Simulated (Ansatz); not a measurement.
Point defect C vacancy (V_C) in 4H silicon carbide

All values below come from PBE, PAW (plane waves to 420 eV; Ansatz, an electronic-structure program). A 3×2×1 supercell of 96 sites was used; the energies come from a 2×2×2 shifted sampling of its zone. Site at the start: the C(h) site. Energies of charged states are corrected for periodic images (point charge plus alignment at distant sites). Dielectric constants: PBE linear response of the host. Host gap at this level: 2.23 eV. Finite-size and sampling errors can reach tenths of an eV here. PBE underestimates the host's gap, which shifts levels and can delocalise carriers. Spin–orbit coupling is left out. Each state is the lowest found from its start.

Formation energies E_f are given with the Fermi level at the valence-band maximum. Chemical conditions: C-rich (Δμ(C) = 0.00 eV; only phases computed here count, gases as isolated molecules at 0 K); Si-rich (Δμ(C) = -0.41 eV; only phases computed here count, gases as isolated molecules at 0 K). Reference phases: C: graphite.

| charge | moment (μB) | largest move off a lattice site (Å) | image correction with alignment (eV) | E_f, C-rich (eV) | E_f, Si-rich (eV) |
|---|---|---|---|---|---|
| +2 | not spin-polarised | 0.13 | 0.47 | 2.10 | 1.70 |
| +1 | 1.0 | 0.10 | 0.08 | 3.20 | 2.79 |
| 0† | not spin-polarised | 0.23 | 0.00 | 4.41 | 4.00 |
| −1 | 1.0 | 0.30 | 0.26 | 6.47 | 6.06 |
| −2† | not spin-polarised | 0.64 | 0.90 | – | – |

† Not settled in this cell, so no level is given: charge 0: no spin-polarised start tried; charge −2: level within 0.1 eV of a band edge or past it.

Transition levels above the valence-band maximum: ε(+2/+1) = 1.09 eV. With a charge missing or unsettled, these needn't be thermodynamic levels.

Flagged in the runs: a doubtful potential alignment, a host whose relaxation on this sampling wasn't shown to rest, a strain field that reaches the edge of the cell.

All states together cost about 2.0 core-hours (a rough figure).
